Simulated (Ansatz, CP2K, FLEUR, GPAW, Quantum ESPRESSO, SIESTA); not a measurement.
**BaMg6W (P4/mmm, 8 atoms in the cell) computed with different codes at matched settings**

Self-consistent single point.

```
BaMg6W
1.0
    6.66290     0.00000     0.00000
    0.00000     6.66290     0.00000
    0.00000     0.00000     4.35240
Ba Mg W
1 6 1
Direct
  0.00000   0.00000   0.50000
  0.00000   0.50000   0.50000
  0.50000   0.00000   0.50000
  0.71138   0.28862   0.00000
  0.28862   0.71138   0.00000
  0.71138   0.71138   0.00000
  0.28862   0.28862   0.00000
  0.50000   0.50000   0.50000
```

Shared settings, as Ansatz (a first-principles code) writes them: kpoints.mp_grid.grid = 3 3 5; scf.occupations.method = fermi_dirac; scf.occupations.width = 0.1 eV. Potentials and cutoffs stand in the table.

| code | model | pressure (GPa) | largest force (eV/Å) | cutoff |
|---|---|---|---|---|
| CP2K | PBEsol, GPW, DZVP-MOLOPT-SR-GTH basis, GTH-PBE potentials (GTH_POTENTIALS) | 0.62 | 0.274 | grid 1000 Ry |
| GPAW | PBEsol, GPAW PAW datasets PBEsol (made by gpaw-setup) | -0.95 | 0.035 | 800 eV |
| Ansatz | PBEsol, PAW files made with PBE | -1.02 | 0.033 | 420 eV |
| FLEUR | PBEsol, all-electron FLAPW (FLEUR), scalar-relativistic valence | – | 0.040 | Kmax 4.1 1/bohr |
| SIESTA | GGA PBEsol, numerical atomic orbitals TZP, PseudoDojo PBEsol standard norm-conserving potentials (rewritten from UPF to PSML) | 2.61 | 0.132 | grid 400 Ry |
| Quantum ESPRESSO | PBEsol, SSSP 1.1.2 precision (PBE) pseudopotentials | -0.98 | 0.035 | 55 Ry |

A dash marks a value that a program does not give, or that is left out as unsure.

On Ansatz's run: spin-orbit coupling is off. Spin polarisation is off.

The spread over the programs that give each value: pressure within 3.63 GPa; largest force within 0.241 eV/Å.

CP2K and SIESTA use small atom-centred bases, whose incompleteness enters pressures, forces and empty levels differently from a plane-wave cutoff. FLEUR treats all electrons, but the usual bases taken here (sphere radii, linearisation, local orbitals, empty states) were not tested for convergence, so the values are no reference for the others. Ansatz's pressure is given at a fixed set of plane waves, as the other plane-wave codes print theirs. In the pressure, CP2K (by 1.60) and SIESTA (by 3.59) lie more than 1 GPa from the median of the plane-wave programs. In the force vectors, CP2K (by 0.309) and SIESTA (by 0.167) lie more than 0.08 eV/Å from the median of the plane-wave programs.

The starting cell comes from a database of computed structures (which also holds hypothetical and non-ambient phases and stackings), without a prior relaxation at this level. Its lattice was rescaled by a random factor within 2.5 % of one.

Left out of this page: Elk (not drawn, or without a comparable value).

Keys are those of Ansatz 0.2.
